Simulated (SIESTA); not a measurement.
Band structure of CdO (Fm-3m, 2 atoms in the cell).

```xyz
2
Lattice="0.0000 2.3500 2.3500 2.3500 0.0000 2.3500 2.3500 2.3500 0.0000" Properties=species:S:1:pos:R:3 pbc="T T T"
Cd     0.0000     0.0000     0.0000
O      2.3500     2.3500     2.3500
```

Computed with GGA PBE, numerical atomic orbitals DZP, PseudoDojo PBE standard norm-conserving potentials (rewritten from UPF to PSML) (SIESTA).

Settings: XC.functional = GGA; XC.authors = PBE; potentials = PseudoDojo PBE standard; PAO.BasisSize = DZP; PAO.EnergyShift = 0.01 Ry; MeshCutoff = 300 Ry; kgrid.MonkhorstPack = 8 8 8; OccupationFunction = FD; ElectronicTemperature = 20 meV; MaxSCFIterations = 150; SCF.Mixer.Method = Pulay; SCF.Mixer.Weight = 0.25; SCF.Mixer.History = 8; SCF.DM.Tolerance = 1.0E-05.

The starting cell has typed, rounded lattice constants, without a prior relaxation at this level. Values carry the incompleteness of an atom-centred basis. The run gives no clean gap (levels at the Fermi energy touch, overlap or are partly filled at this smearing), which alone does not show that the compound is a metal.

Levels in eV from the Fermi level, bands 10 to 15:
```json
[
 {"point": "Γ", "10": "-6.37", "11": "-1.39", "12": "-1.39", "13": "-1.38", "14": "-0.41", "15": "20.33"},
 {"point": "X", "10": "-5.67", "11": "-4.40", "12": "-2.38", "13": "-2.38", "14": "4.00", "15": "8.54"},
 {"point": "W", "10": "-5.78", "11": "-3.03", "12": "-3.03", "13": "-1.91", "14": "6.13", "15": "9.07"},
 {"point": "K", "10": "-5.96", "11": "-3.44", "12": "-2.91", "13": "-1.31", "14": "5.60", "15": "8.68"},
 {"point": "L", "10": "-6.11", "11": "-3.79", "12": "-0.04", "13": "-0.04", "14": "4.51", "15": "7.39"},
 {"point": "U", "10": "-5.96", "11": "-3.44", "12": "-2.91", "13": "-1.31", "14": "5.60", "15": "8.68"}
]
```

Bands cross the Fermi level along this path, so the cell is metallic at this level.

Higher empty bands are left out: an atom-centred basis made for the valence describes them poorly.
